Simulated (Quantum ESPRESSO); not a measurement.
## Habitual settings against a tight run: HfO2 (Fm-3m, 3 atoms in the cell)

Self-consistent single point.

```yaml
crystal:
  lattice:
    - [-2.55634, 0.00000, 2.55634]
    - [0.00000, 2.55634, 2.55634]
    - [-2.55634, 2.55634, 0.00000]
  atoms:
    - { symbol: Hf, position: [0.00000, 0.00000, 0.00000] }
    - { symbol: O, position: [0.75000, 0.75000, 0.75000] }
    - { symbol: O, position: [0.25000, 0.25000, 0.25000] }
```

Computed with LDA (PZ), GBRV 1.5 ultrasoft (LDA) pseudopotentials (plane waves; Quantum ESPRESSO 7.5).

Base settings: ecutwfc = 40 Ry; ecutrho = 320 Ry; occupations = smearing; smearing = fd; degauss = 0.00147 Ry; potentials = {Hf: hf_lda_v1.uspp.F.UPF, O: o_lda_v1.2.uspp.F.UPF}; K_POINTS = automatic 6 6 6 0 0 0; conv_thr = 1e-10 Ry; mixing_beta = 0.5.

Tight run (finer mesh or higher cutoff; not a proven limit): ecutwfc: 40 Ry → 56 Ry; ecutrho: 320 Ry → 448 Ry; conv_thr: 1e-10 Ry → 7.3e-11 Ry; K_POINTS: automatic 6 6 6 0 0 0 → automatic 9 9 9 0 0 0. It gave top of the valence band (on the code's own zero) 11.59 eV; gap on the k-point mesh 3.67 eV; pressure -18.00 GPa.

Quick runs, as changes from the base:
- A: the base itself
- B: ecutwfc: 40 Ry → 24 Ry; ecutrho: 320 Ry → 192 Ry; smearing: fd → cold; degauss: 0.00147 Ry → 0.0099958 Ry; conv_thr: 1e-10 Ry → 7.3e-06 Ry; K_POINTS: automatic 6 6 6 0 0 0 → automatic 1 1 1 0 0 0
- C: ecutwfc: 40 Ry → 28 Ry; ecutrho: 320 Ry → 224 Ry; degauss: 0.00147 Ry → 0.036749 Ry; conv_thr: 1e-10 Ry → 7.3e-06 Ry; K_POINTS: automatic 6 6 6 0 0 0 → automatic 4 4 4 1 1 1
- D: ecutwfc: 40 Ry → 32 Ry; ecutrho: 320 Ry → 256 Ry; degauss: 0.00147 Ry → 0.0099958 Ry; conv_thr: 1e-10 Ry → 7.3e-06 Ry
- E: ecutwfc: 40 Ry → 32 Ry; ecutrho: 320 Ry → 256 Ry; conv_thr: 1e-10 Ry → 7.3e-05 Ry; K_POINTS: automatic 6 6 6 0 0 0 → automatic 2 2 2 1 1 1
- F: ecutwfc: 40 Ry → 20 Ry; ecutrho: 320 Ry → 160 Ry; K_POINTS: automatic 6 6 6 0 0 0 → automatic 2 2 2 0 0 0

Energies are extrapolated to zero smearing width, which holds to low order in the width alone (under cold and Methfessel-Paxton smearing the free energy itself is taken).

Dashes: pressure of B, C, D, E, not trusted under this conv_thr with d or f elements; gap of B, E, left out as unsure on this mesh or at this smearing.

Gaps are read on each run's own mesh, which may miss the band edges.

The count of work is k-points × plane waves × bands × iterations; it is no time. 

The starting cell comes from a database of computed structures (which also holds hypothetical and non-ambient phases and stackings), without a prior relaxation at this level. Its lattice was rescaled by a random factor within 2.5 % of one. Spin-orbit coupling is off. In the base run, with a pressure of about -18 GPa the cell is away from its equilibrium volume at this level.

| run | energy less tight (meV/atom) | pressure less tight (GPa) | gap on the mesh less tight (eV) | count of work / tight |
|---|---|---|---|---|
| A | 11.8 | -0.36 | -0.109 | 0.25 |
| B | 499.4 | – | – | 0.0040 |
| C | 220.0 | – | 0.533 | 0.058 |
| D | 60.6 | – | -0.097 | 0.11 |
| E | 36.9 | – | – | 0.012 |
| F | 2355.9 | -117.82 | -0.145 | 0.015 |

The base run finds a smaller gap than the tight one, whose mesh may miss a band edge.

Among the runs at the tight run's level, the energy misses run from 11.8 to 2355.9 meV/atom.

Left out of this page: 1 run of the series outside the window shown, repeating another row's setting, or not comparable.
